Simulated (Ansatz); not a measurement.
## Pt: energy against volume

Pt (fcc, Fm-3m, 15.667 Å³/atom and stress up to 0.01 GPa in the relaxed cell, cube axes along x, y and z) under an equal strain ε along all three axes. PBE in Ansatz, a plane-wave DFT program (PAW, default set), 420 eV, 28×28×28 Γ-centred mesh, Fermi-Dirac smearing 0.10 eV.

Here V stands for volume and E for E less E0.

| volume (Å³/atom) | E less E0 (meV/atom) | pressure (GPa) |
|---|---|---|
| 14.7457 | 45.23 | 17.60 |
| 14.9726 | 24.43 | 12.63 |
| 15.2017 | 10.23 | 8.06 |
| 15.4332 | 2.22 | 3.86 |
| 15.6671 | 0.00 | 0.00 |
| 15.9032 | 3.20 | -3.54 |
| 16.1418 | 11.47 | -6.77 |
| 16.3827 | 24.47 | -9.73 |
| 16.6260 | 41.87 | -12.42 |
| 17.1198 | ? | ? |

Taking the third-order Birch-Murnaghan form, a cubic in V^(-2/3) for E over the 9 complete rows: With u = V^(-2/3) - 0.160, the rows have u = 0.006299, 0.004615, 0.002957, 0.001323, -0.000287, -0.001871, -0.003434, -0.004972, -0.006488. Least squares gives E = -0.010 + 264.2·u + 1067469·u² + 4895221·u³. Residuals (row less fit): -0.002, 0.004, -0.002, 0.001, -0.002, 0.000, -0.002, 0.007, -0.003; standard error 0.004 (degrees of freedom: 5). Its minimum lies at u = -0.000124, so V0 = (0.159876)^(-3/2) = 15.64. There d²E/du² = 2131000 and d³E/du³ = 2.937e7, so B0 = (4/9) × 15.64^(-7/3) × 2131000 × 0.160218 = 248 GPa (the last factor turns the table's units into GPa), and B0' = 4 + (2/3) × 0.159876 × (2.937e7)/2131000 = 5.5. B0' rests on the cubic coefficient alone and has a standard error of 0.1 from these residuals.

Task: Estimate the missing E (V = 17.1198); what did the run itself give?

Result: u = -0.009455, so E = -0.010 + 264.2 × (-0.009455) + 1067469 × (-0.009455)² + 4895221 × (-0.009455)³ = 88.783 meV/atom. The calculation gives 88.71 meV/atom, 0.073 meV/atom below the prediction (0.1 % of the range of E in the table). The row lies outside the fitted rows, so this is an extrapolation. The scatter of the fitted rows lies at the last printed digit.

In a metal these values are sensitive to mesh and smearing; energies are taken to zero smearing, stresses follow the free energy. The runs aren't spin-polarised. Spin-orbit coupling is left out, which can shift these values for the heavy elements here. Other structures, which can take over under pressure, weren't tried. The same form fitted to the pressure column gives B0' = 5.5; series where the two differ by over 0.4 aren't shown. Rows are the converged runs of the series near zero and its far end, less any whose ions stayed unrelaxed beside relaxed ones; series whose fitted rows scatter by over a few per cent of the range, as at a crossing or softening among them, aren't shown in this form.
